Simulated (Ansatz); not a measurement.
Levels about the gap of amorphous In₉Ga₉Zn₉O₃₉W (67 atoms in a cell of 851 Å³, 5.97 g/cm³; zone centre alone, so wide bands show as single levels with stretches between that a denser mesh fills), at the geometry that PBE relaxed, where it gives 1.9 GPa on a denser mesh. The participation number counts the atoms over which a state spreads; weights are charges in smoothed Voronoi cells. The levels come from a single point, so bond lengths are those of that geometry. Method of the levels: PBE, scalar-relativistic without spin-orbit coupling (Ansatz, a quantum-chemistry and plane-wave program). Sampling: the zone centre alone; Fermi-Dirac width 0.02 eV; no spin polarisation. At PBE the levels at the filled edge of the gap are localised (band-tail or defect states).

It comes from a melt-quench run on a machine-learned potential (CHGNet), relaxed afterwards by DFT. O atoms were pushed apart under 1.9 Å during the dynamics, to hinder bonds among them. The hot cell started wider than the set density and was brought back towards it in steps. It is the lowest in DFT energy of 2 quenches. It is a model cell: composition and starting density were chosen by hand, and all elements were melted together. No dispersion term was used. Its density started from a set value of 5.97 and ended at 5.97 g/cm³. The simulated quench (nominally 210 K/ps over its main leg) is rapid and tends to freeze in more defects than a deposited or slowly cooled glass has. One small periodic cell is one sample of the glass; other quenches scatter about these values. The volume was held where the preparation left it and the shape relaxed, at a PBE pressure of 1.9 GPa. Stress components on the final sampling reach 1.9 GPa.

```
E - E(highest filled), eV  filling  participation number        largest on  weight O  weight W  weight In  weight Zn
-------------------------  -------  --------------------  ----------------  --------  --------  ---------  ---------
-0.44                       filled                  10.3   O, 3 neighbours      0.87      0.00       0.01       0.09
-0.41                       filled                  24.1   O, 4 neighbours      0.86      0.01       0.02       0.09
-0.35                       filled                  21.9   O, 3 neighbours      0.82      0.00       0.02       0.15
-0.32                       filled                  11.3   O, 3 neighbours      0.90      0.00       0.02       0.06
-0.22                       filled                   9.3   O, 3 neighbours      0.89      0.00       0.03       0.06
-0.16                       filled                  14.2   O, 3 neighbours      0.85      0.00       0.02       0.11
0.00                        filled                   8.3   O, 3 neighbours      0.87      0.00       0.01       0.10
0.97                         empty                  59.5  In, 6 neighbours      0.52      0.01       0.21       0.14
2.81                         empty                   5.3   W, 6 neighbours      0.42      0.41       0.08       0.07
2.83                         empty                   4.5   W, 6 neighbours      0.41      0.45       0.08       0.03
3.25                         empty                   4.3   W, 6 neighbours      0.45      0.45       0.06       0.03
3.46                         empty                  38.1  In, 6 neighbours      0.55      0.07       0.20       0.10
3.52                         empty                  27.1  In, 6 neighbours      0.55      0.05       0.26       0.07
3.77                         empty                  24.8  In, 5 neighbours      0.57      0.05       0.27       0.06
```

Most localised among these is the empty level at +3.25 eV, on a W atom, which has 6 neighbours (O 1.81 Å, O 1.88 Å, O 1.90 Å, O 1.93 Å, O 1.98 Å, O 2.44 Å).
